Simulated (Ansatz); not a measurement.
Worked calculations on one periodic cell of amorphous Ga24O37Sr: Ga24O37Sr, 62 atoms, volume 780.2 Å³, made by a melt-quench on the CHGNet potential and relaxed with DFT. O atoms were pushed apart under 1.9 Å during the dynamics, to hinder bonds among them. It is a model cell: composition and starting density were chosen by hand, and all elements were melted together. Cycles of charging were run to anneal it. Computed with PBE, scalar-relativistic without spin-orbit coupling (plane waves to 420 eV, PAW; Ansatz, a quantum-chemistry and plane-wave program). Sampling: a 2×2×2 Γ-centred mesh; Fermi-Dirac width 0.02 eV; no spin polarisation. Its volume was held where the quench left it, its shape was free, and it stands at a mean pressure of 2.9 GPa with stress components up to 3.0 GPa; the relaxation ran on the zone centre alone. Its density went from a set 5.01 to 5.01 g/cm³. The cell is small and was quenched far faster than a real film, so it is one sample of the glass.

Question: Count formal charges (Ga +3, O -2, Sr +2). What does the count lead one to expect at the Fermi level, and what does the calculation give?

Answer: 24 × (+3) + 37 × (-2) + 1 × (+2) = 0. The charges balance, so the anion-derived valence states can be full and a gap can open. On this mesh the highest filled and lowest empty level lie 1.81 eV apart, the PBE gap of this cell, with a localised state at one edge or both.

Four energies for a hole at PBE on the zone centre alone (charged cells in a uniform background, spin-polarised): neutral at the neutral geometry -115347.925 eV; charged at the neutral geometry -115353.830 eV; charged and relaxed -115353.948 eV; neutral at the charged geometry -115347.672 eV.

Question: Find the two relaxation energies and their sum, the reorganisation energy.

Answer: On charging: -115353.830 − (-115353.948) = 0.118 eV. On discharging: -115347.672 − (-115347.925) = 0.253 eV. The sum is 0.371 eV. The carrier's level spreads over 5 of the 62 atoms' worth, so it counts as localised, most on one O atom with neighbours Ga 1.84 Å, Ga 1.87 Å, Sr 2.35 Å (neutral geometry). The values are uncorrected: the image energy of a point charge in this cell, 2.84 × 14.40 / (2 × 9.2) = 2.2 eV before screening, is screened by electrons alone at the fixed geometry and by ions too after relaxing, and the carrier can be spread before it relaxes, so each term can be off by up to that value times 1/ε∞, some tenths of an eV. PBE's self-interaction favours spread-out carriers, so a hybrid can localise more.
